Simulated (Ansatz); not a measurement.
This Ansatz (a first-principles code) input is the reference run, GaSb in the zinc blende structure (space group F-43m, No. 216), computed with DFT with PBE, PAW potentials and a 420 eV plane-wave cutoff in Ansatz, without spin-orbit coupling:

Ansatz 0.2 input:
```yaml
crystal:
  lattice:
    - [0, 3.1067528638, 3.1067528638]
    - [3.1067528638, 0, 3.1067528638]
    - [3.1067528638, 3.1067528638, 0]
  atoms:
    - { symbol: Sb, position: [0.75, 0.75, 0.75] }
    - { symbol: Ga, position: [0, 0, 0] }
basis: { ecutwfc: 420, ecutrho_ratio: 4, xc_grid: 2, fft_grid_basis: typed }
kpoints: { mp_grid: { grid: [13, 13, 13] } }
hamiltonian:
  xc: pbe
  dispersion: none
  pseudopotentials: { kind: paw }
scf: { occupations: { method: fermi_dirac, width: 0.05 }, convergence: { dr2_threshold: 0.0000000002 } }
output: { forces: true, stress: true }
```

**Question.** Write the input for this change: every lattice vector is stretched by 0.79 %, atoms relaxed at fixed cell.

**Answer.** 
Ansatz 0.2 input:
```yaml
crystal:
  lattice:
    - [0, 3.1312962114, 3.1312962114]
    - [3.1312962114, 0, 3.1312962114]
    - [3.1312962114, 3.1312962114, 0]
  atoms:
    - { symbol: Sb, position: [0.75, 0.75, 0.75] }
    - { symbol: Ga, position: [0, 0, 0] }
basis: { ecutwfc: 420, ecutrho_ratio: 4, xc_grid: 2, fft_grid_basis: typed }
kpoints: { mp_grid: { grid: [13, 13, 13] } }
hamiltonian:
  xc: pbe
  dispersion: none
  pseudopotentials: { kind: paw }
scf: { occupations: { method: fermi_dirac, width: 0.05 }, convergence: { dr2_threshold: 0.0000000002 } }
relax: { f_tol: 0.005, max_steps: 50 }
output: { forces: true, stress: true }
checkpoint: { write: state.ck, write_every: 1000 }
```
This is the input that was run.

The cells carry an imposed strain or load. Whether these cells are dynamically stable was not tested. The final runs are not spin-polarised.
